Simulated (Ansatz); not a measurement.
Start from MgB2 (space group P6/mmm, No. 191; a = 3.064 Å, c = 3.498 Å; relaxed with 0.1 eV smearing). Axes: x lies along a and z along c of the hexagonal cell.

Level of theory: Ansatz (a quantum-chemistry and plane-wave program) PBEsol, no SOC.

For the base:

The shortest interatomic distance is 1.769 Å and the pressure is 0.0 GPa. The band gap comes out as zero.

Modification: uniaxial strain ε_xx = −0.50 %, all other strain components held at zero, atoms relaxed at fixed cell.

Problem. Predict the new shortest interatomic distance.

Solution. The shortest interatomic distance drops by 0.005 Å to 1.764 Å.

Problem. Predict the new pressure.

Solution. The pressure (mean of the normal stresses, compression positive) goes from zero to 0.9 GPa.

Problem. Estimate the effect on the energy relative to the base.

Solution. The energy goes up by 0.3 meV/atom.

Problem. How does this affect the band gap?

Solution. The band gap remains zero.

Whether these cells are dynamically stable was not tested. The final runs are not spin-polarised.
